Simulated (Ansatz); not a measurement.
A working Ansatz (a quantum-chemistry and plane-wave program) input for SiGe (P6_3mc, 8 atoms in the cell) (DFT, PBEsol, plane waves, default PAW files made with PBE):

Ansatz 0.2 input:
```yaml
# SiGe
crystal:
  lattice:
    - [4.04896500, 0.00000000, 0.00000000]
    - [-2.02448300, 3.50650600, 0.00000000]
    - [0.00000000, 0.00000000, 13.25527400]
  atoms:
    - { symbol: Ge, position: [0.00000000, 0.00000000, 0.00000000] }
    - { symbol: Ge, position: [0.00000000, 0.00000000, 0.50000000] }
    - { symbol: Ge, position: [0.66666700, 0.33333300, 0.75018000] }
    - { symbol: Ge, position: [0.33333300, 0.66666700, 0.25018000] }
    - { symbol: Si, position: [0.00000000, 0.00000000, 0.81216000] }
    - { symbol: Si, position: [0.00000000, 0.00000000, 0.31216000] }
    - { symbol: Si, position: [0.66666700, 0.33333300, 0.56329000] }
    - { symbol: Si, position: [0.33333300, 0.66666700, 0.06329000] }
basis:
  ecutwfc: 420.0 eV
kpoints:
  mp_grid:
    grid: [8, 8, 2]
hamiltonian:
  xc: pbesol
  pseudopotentials:
    kind: paw
scf:
  occupations:
    method: fermi_dirac
    width: 0.05 eV
output:
  forces: true
  eigenvalues: true
  stress: true
```

The run converged in 8 iterations: free energy E − TS (on the zero of these files) -19499.3574 eV; gap on the k-point mesh 0.28 eV; pressure -6.60 GPa; largest force (vector length) 0.196 eV/Å. Each of these slips is then made, one at a time:

(1)
```diff
-  occupations:
-    method: fermi_dirac
-    width: 0.05 eV
```

(2)
```diff
+magnetization:
+  spin_orbit: true
```

What happens in each case?


(1) No occupation method given. The program stopped before any SCF iteration.
```
Error: YAML parse error: `scf.occupations.method` is required: fixed only where the cell keeps a band gap throughout the run, explicit beside scf.occupations.values (under evaluate: without them), else a smearing such as fermi_dirac (scf.occupations.width is optional; its entry in the input reference gives the default)
```

(2) Spin-orbit coupling without the non-collinear switch. The program stopped before any SCF iteration, with the message: Error: inconsistent input (magnetization.spin_orbit, magnetization.noncollinear): true requires noncollinear: true — spin–orbit coupling acts on 2-spinor wavefunctions; set both flags.

The starting cell was generated: these elements placed on a structure prototype, without a prior relaxation; it need not be a known phase or ordering of this composition. Its lattice was rescaled by a random factor within 2.5 % of one. In the base run, with a pressure of about -7 GPa the cell is away from its equilibrium volume at this level. Ansatz's pressure includes its estimate of the finite-basis (Pulay) stress.

Left out of this page: 3 runs of the series outside the window shown, repeating another row's setting, or not comparable; 2 runs of the series stopped by limits of time or memory.
